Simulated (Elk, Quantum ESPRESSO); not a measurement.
A Quantum ESPRESSO input for a self-consistent single point of LaSi₂Ru₃ (P6/mmm, 6 atoms in the cell) (DFT, PBEsol, plane waves, GBRV 1.5 ultrasoft (PBESOL) pseudopotentials):

```fortran
&control
  calculation = 'scf',
  outdir = './tmp/',
  pseudo_dir = './',
  tprnfor = .true.,
  tstress = .true.,
/
&system
  ibrav = 4,
  celldm(1) = 10.648560960,
  celldm(3) = 0.60218963260,
  nat = 6,
  ntyp = 3,
  ecutwfc = 40,
  ecutrho = 320,
  occupations = 'smearing',
  smearing = 'gauss',
  degauss = 0.0073499,
/
&electrons
  conv_thr = 1.0d-9,
/
ATOMIC_SPECIES
La   138.9055  la_pbesol_v1.uspp.F.UPF
Si    28.0850  si_pbesol_v1.uspp.F.UPF
Ru   101.0700  ru_pbesol_v1.2.uspp.F.UPF
ATOMIC_POSITIONS crystal
La    0.000000000    0.000000000    0.000000000
Si    0.333333333    0.666666667    0.000000000
Si    0.666666667    0.333333333    0.000000000
Ru    0.000000000    0.500000000    0.500000000
Ru    0.500000000    0.000000000    0.500000000
Ru    0.500000000    0.500000000    0.500000000
K_POINTS automatic
5 5 7  0 0 0
```

Task: Translate this input to Elk.

Result: One input that does it (others would too):

```
tasks
  0

xctype
  22

rgkmax
  7.0

rmtscf
  0.88

stype
  0

swidth
  0.00367493

avec
   10.6485609598    0.0000000926    0.0000000000
   -5.3242805601    9.2219242587    0.0000000000
    0.0000000000    0.0000000000    6.4124530121

sppath
  'species/'

atoms
  3   : nspecies
  'La.in'   : spfname
  1   : natoms; atposl, bfcmt below
  0.0000000000  0.0000000000  0.0000000000    0.0 0.0 0.0
  'Si.in'   : spfname
  2   : natoms; atposl, bfcmt below
  0.3333333333  0.6666666667  0.0000000000    0.0 0.0 0.0
  0.6666666667  0.3333333333  0.0000000000    0.0 0.0 0.0
  'Ru.in'   : spfname
  3   : natoms; atposl, bfcmt below
  0.0000000000  0.5000000000  0.5000000000    0.0 0.0 0.0
  0.5000000000  0.0000000000  0.5000000000    0.0 0.0 0.0
  0.5000000000  0.5000000000  0.5000000000    0.0 0.0 0.0

ngridk
  5 5 7
```

Basis, cutoffs, solver keys and any potentials are the target program's own. This input uses DFT, PBEsol, all-electron FP-LAPW, Elk's shipped species files, default APW+lo basis.

The starting cell comes from a database of computed structures (which also holds hypothetical and non-ambient phases and stackings), without a prior relaxation at this level. Its lattice was rescaled by a random factor within 2.5 % of one. For this run, on top of that: lattice scaled by 0.98.
